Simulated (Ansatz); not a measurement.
The starting structures come from a database of crystals and need not be the phases stable at ambient conditions.

Data:

```xyz
4
Lattice="4.0346 0.0000 0.0000 -2.0173 3.4941 0.0000 0.0000 0.0000 6.4323" Properties=species:S:1:pos:R:3 pbc="T T T"
Mg     2.0173     1.1647     3.1888
Mg     0.0000     2.3294     6.4050
S      0.0000     2.3294     2.4394
S      2.0173     1.1647     5.6555
```

Space group of this cell: P6_3mc, wurtzite. The cell is taken as given.

Transport runs along the normal of the first two printed cell vectors, the (001) plane of the conventional cell.

The gap is the functional's own. No spin-orbit coupling. Mid-gap values are interpolated on the energy grid.

Q: Give the band gap and the smallest decay constant κ at mid-gap that Ansatz (a first-principles code) with r2SCAN yields.

A: Gap 4.12 eV on a 12×12×6 mesh; κ = 0.262 1/Å, at the zone centre.
